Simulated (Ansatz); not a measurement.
CdSe, response to strain

Start from CdSe in the zinc blende structure (space group F-43m, No. 216; a = 6.0816 Å). Axes: x, y, z lie along the cube axes.

Strains are applied to the cell and any free atomic positions relax; under biaxial strain the out-of-plane vector relaxes too.

Computed with DFT with PBEsol, PAW potentials and a 420 eV plane-wave cutoff in Ansatz (an electronic-structure program), no spin-orbit coupling.

```json
[
 {"variant": "base", "ratio −ε⊥/ε∥": "–", "electron mass": "0.049 mₑ (at Γ)", "band gap": "0.48 eV"},
 {"variant": "biaxial strain −2.50 %, plane normal [111], relaxed out of plane", "ratio −ε⊥/ε∥": "0.92", "electron mass": "0.057 mₑ out of plane, 0.048 mₑ in plane (at Γ)", "band gap": "0.43 eV"},
 {"variant": "biaxial strain −2.08 %, plane normal [111], relaxed out of plane", "ratio −ε⊥/ε∥": "0.92", "electron mass": "0.056 mₑ out of plane, 0.049 mₑ in plane (at Γ)", "band gap": "0.45 eV"},
 {"variant": "biaxial strain −1.67 %, plane normal [111], relaxed out of plane", "ratio −ε⊥/ε∥": "0.91", "electron mass": "0.055 mₑ out of plane, 0.049 mₑ in plane (at Γ)", "band gap": "0.46 eV"},
 {"variant": "biaxial strain −1.25 %, plane normal [111], relaxed out of plane", "ratio −ε⊥/ε∥": "0.91", "electron mass": "___", "band gap": "0.47 eV"},
 {"variant": "biaxial strain −0.83 %, plane normal [111], relaxed out of plane", "ratio −ε⊥/ε∥": "0.92", "electron mass": "0.052 mₑ out of plane, 0.049 mₑ in plane (at Γ)", "band gap": "0.47 eV"},
 {"variant": "biaxial strain −0.42 %, plane normal [111], relaxed out of plane", "ratio −ε⊥/ε∥": "–", "electron mass": "0.049 mₑ (at Γ)", "band gap": "0.48 eV"},
 {"variant": "biaxial strain +0.42 %, plane normal [111], relaxed out of plane", "ratio −ε⊥/ε∥": "–", "electron mass": "0.048 mₑ (at Γ)", "band gap": "0.45 eV"},
 {"variant": "biaxial strain +0.83 %, plane normal [111], relaxed out of plane", "ratio −ε⊥/ε∥": "0.89", "electron mass": "0.046 mₑ out of plane, 0.049 mₑ in plane (at Γ)", "band gap": "0.42 eV"},
 {"variant": "biaxial strain +2.50 %, plane normal [111], relaxed out of plane", "ratio −ε⊥/ε∥": "0.88", "electron mass": "0.041 mₑ out of plane, 0.052 mₑ in plane (at Γ)", "band gap": "0.33 eV"}
]
```

Fill in the withheld entries from the trend.


- biaxial strain −1.25 %, plane normal [111], relaxed out of plane, electron mass: 0.053 mₑ out of plane, 0.049 mₑ in plane (at Γ)

Masses are band curvatures over ±0.01 Å⁻¹ around the edge. Whether these cells are dynamically stable was not tested.
